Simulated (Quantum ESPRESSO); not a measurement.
## How a calculation on ScPt3 (P1, 4 atoms in the cell) responds to its settings

```
ScPt3
1.0
    3.95400     0.00000     0.00000
    0.00000     3.95400     0.00000
    0.00000     0.00000     3.95400
Sc Pt
1 3
Direct
  0.00483   0.00408   0.99827
  0.99074   0.48551   0.50419
  0.48772   0.97875   0.49377
  0.51671   0.53166   0.00377
```

Base run A: Quantum ESPRESSO with PBEsol, GBRV 1.5 ultrasoft (PBESOL) pseudopotentials, self-consistent single point.

Its settings: ecutwfc = 50 Ry; ecutrho = 400 Ry; occupations = smearing; smearing = marzari-vanderbilt; degauss = 0.019992 Ry; potentials = {Sc: sc_pbesol_v1.uspp.F.UPF, Pt: pt_pbesol_v1.4.uspp.F.UPF}; K_POINTS = automatic 6 6 6 0 0 0; conv_thr = 1e-10 Ry; mixing_beta = 0.4.

The starting cell comes from a database of published, mostly measured structures (it also holds non-ambient and calculated ones), without a prior relaxation at this level. Its atoms were displaced at random from the sites of space group no. 221. Spin polarisation is off. In the base run, forces exceed 1 eV/Å.

ΔF is the free energy per atom less that of run A. 

Run A gave: pressure (GPa) 1.63; largest force (eV/Å) 2.098; TS (meV/atom) -0.9; k-points 112.

Runs:
- B: degauss, K_POINTS = 0.002205 Ry, automatic 5 5 5 0 0 0
- C: degauss, K_POINTS = 0.0073499 Ry, automatic 5 5 5 0 0 0
- D: degauss, K_POINTS = 0.02205 Ry, automatic 5 5 5 0 0 0
- E: degauss, K_POINTS = 0.002205 Ry, automatic 6 6 6 0 0 0
- F: degauss, K_POINTS = 0.0073499 Ry, automatic 6 6 6 0 0 0
- G: degauss, K_POINTS = 0.02205 Ry, automatic 6 6 6 0 0 0
- H: degauss, K_POINTS = 0.002205 Ry, automatic 7 7 7 0 0 0

Question: What does run H change against A?

Answer: The free energy goes up by 4.4 meV/atom, the pressure hardly changes (1.63 to 1.59 GPa) and the largest force goes from 2.098 to 2.075 eV/Å.

Question: What does run B change against A?

Answer: The free energy goes down by 1.6 meV/atom, the pressure goes from 1.63 to 2.19 GPa and the largest force goes from 2.098 to 2.009 eV/Å.

```json
[
 {"run": "A", "ΔF (meV/atom)": "0.00", "pressure (GPa)": "1.63", "largest force (eV/Å)": "2.098", "TS (meV/atom)": "-0.9", "k-points": "112"},
 {"run": "B", "ΔF (meV/atom)": "-1.60", "pressure (GPa)": "2.19", "largest force (eV/Å)": "2.009", "TS (meV/atom)": "-0.1", "k-points": "63"},
 {"run": "C", "ΔF (meV/atom)": "-1.37", "pressure (GPa)": "2.18", "largest force (eV/Å)": "2.010", "TS (meV/atom)": "-0.2", "k-points": "63"},
 {"run": "D", "ΔF (meV/atom)": "-0.41", "pressure (GPa)": "2.06", "largest force (eV/Å)": "2.035", "TS (meV/atom)": "-2.1", "k-points": "63"},
 {"run": "E", "ΔF (meV/atom)": "0.56", "pressure (GPa)": "1.62", "largest force (eV/Å)": "2.099", "TS (meV/atom)": "-0.1", "k-points": "112"},
 {"run": "F", "ΔF (meV/atom)": "0.82", "pressure (GPa)": "1.64", "largest force (eV/Å)": "2.107", "TS (meV/atom)": "-0.2", "k-points": "112"},
 {"run": "G", "ΔF (meV/atom)": "0.18", "pressure (GPa)": "1.59", "largest force (eV/Å)": "2.099", "TS (meV/atom)": "-2.8", "k-points": "112"},
 {"run": "H", "ΔF (meV/atom)": "4.4", "pressure (GPa)": "1.59", "largest force (eV/Å)": "2.075", "TS (meV/atom)": "0.0", "k-points": "172"}
]
```
